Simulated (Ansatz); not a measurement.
We consider Cs₂Pt (P6₃/mmc, No. 194, 6 atoms in the cell; start mp-13548), described by LDA in Ansatz (plane waves, PAW).

Run with plane-wave cutoff 520 eV, 6×6×6 k mesh, Fermi–Dirac smearing 0.01 eV, scalar-relativistic PAW data made under PBE.

Cell (relaxed with PBEsol):

Cs2Pt is taken in the hexagonal space group P6₃/mmc (No. 194), Pearson symbol hP6. Cell: a = b = 5.632 Å, c = 7.674 Å, α = β = 90.00°, γ = 120.00°. Cs1 on 2d is surrounded by 3 Pt at 3.252 Å and 2 Pt at 3.837 Å and 6 Cs at 3.776 Å and 6 Cs at 5.030 Å and 6 Cs at 5.632 Å. Cs2 on 2a is surrounded by 8 Cs at 3.776–3.837 Å and 6 Cs at 5.632 Å and 6 Pt at 3.776 Å. Pt on 2c is coordinated by 3 Cs at 3.252 Å and 8 Cs at 3.776–3.837 Å. (Neighbours: up to the widest gap in distance over summed covalent radii, below 1.35, at either atom.)

Task: Predict the band gap, smallest direct gap on the k points sampled and Γ–Γ gap.

Result: 
* **band gap**: 1.78 eV
* **smallest direct gap on the k points sampled**: 1.86 eV
* **Γ–Γ gap**: 1.87 eV

Note: cell and atoms aren't relaxed at this level (pressure -1.4 GPa).

Spin–orbit coupling is not included; with these elements it can move the gap by several tenths of an eV or more.

Computed values are for the static lattice.

It cost roughly 2.7 core-minutes of CPU time.

A start named mp-… is a Materials Project structure, which need not be a measured phase.

Ansatz is an electronic-structure program.
